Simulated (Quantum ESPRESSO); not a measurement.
Troubleshooting Quantum ESPRESSO: a failed run on CuAsS (Pnma, 12 atoms in the cell). The aim is a self-consistent single point with DFT, LDA (PZ), plane waves, PSlibrary ultrasoft (LDA) pseudopotentials.

The input file:

```fortran
&control
   calculation = 'scf'
   prefix = 'scf'
   outdir = './out'
   pseudo_dir = './'
   tprnfor = .true.
   tstress = .true.
/
&system
   ibrav = 0
   nat = 12
   ntyp = 2
   ecutwfc = 55
   ecutrho = 330
   occupations = 'smearing'
   smearing = 'gaussian'
   degauss = 0.019992
/
&electrons
   conv_thr = 1.0d-10
   mixing_beta = 0.3
/
ATOMIC_SPECIES
Cu    63.5460  Cu.pz-dn-rrkjus_psl.1.0.0.UPF
As    74.9216  As.pz-n-rrkjus_psl.1.0.0.UPF
S     32.0600  S.pz-n-rrkjus_psl.1.0.0.UPF
CELL_PARAMETERS angstrom
  11.3277500000     0.0000000000     0.0000000000
   0.0000000000     3.7816400000     0.0000000000
   0.0000000000     0.0000000000     5.3936200000
ATOMIC_POSITIONS angstrom
Cu    3.6906942275    0.9454100000    2.3521576820
Cu    7.6370557725    2.8362300000    3.0414623180
Cu    1.9731807725    2.8362300000    5.0489676820
Cu    9.3545692275    0.9454100000    0.3446523180
As    0.1560963950    2.8362300000    3.5134040680
As   11.1716536050    0.9454100000    1.8802159320
As    5.5077786050    0.9454100000    0.8165940680
As    5.8199713950    2.8362300000    4.5770259320
S     9.4223091725    2.8362300000    4.4562627802
S     1.9054408275    0.9454100000    0.9373572198
S     7.5693158275    0.9454100000    1.7594527802
S     3.7584341725    2.8362300000    3.6341672198
K_POINTS automatic
2 6 4  0 0 0
```

The program printed (abridged):

```
     This program is part of the open-source Quantum ESPRESSO suite
     for quantum simulation of materials; please cite

Warning: card S     32.0600  S.PZ-N-RRKJUS_PSL.1.0.0.UPF ignored

 %%%%%%%%%%%%%%%%%%%%%%%%%%%%%%%%%%%%%%%%%%%%%%%%%%%%%%%%%%%%%%%%%%%%%%%%%%%%%%
     Error in routine read_cards (9):
     species S in ATOMIC_POSITIONS is nonexistent
 %%%%%%%%%%%%%%%%%%%%%%%%%%%%%%%%%%%%%%%%%%%%%%%%%%%%%%%%%%%%%%%%%%%%%%%%%%%%%%

     stopping ...
```

Problem. Read the log: what does the program object to, and what is the fix?

Solution. The fault is a species count that does not match the list of species. The number of species decides how many lines of the species card are read. To fix it, make the count match the list. The program stopped before any SCF iteration.

The sound input it was made from differs as follows (other fixes are possible):
```diff
-   ntyp = 2
+   ntyp = 3
```

With that input, the run converged in 13 iterations: free energy E − TS -8919.4028 eV; Fermi level (on the code's own zero) 7.31 eV; pressure -3.57 GPa; largest force (vector length) 0.363 eV/Å (DFT, LDA (PZ), plane waves, PSlibrary ultrasoft (LDA) pseudopotentials).

On the sound input: the starting cell comes from a database of computed structures (which also holds hypothetical and non-ambient phases and stackings), without a prior relaxation at this level. Spin polarisation is off. With a pressure of about -4 GPa the cell is away from its equilibrium volume at this level. The run gives no clean gap (levels at the Fermi energy touch, overlap or are partly filled at this smearing), which alone does not show that the compound is a metal.
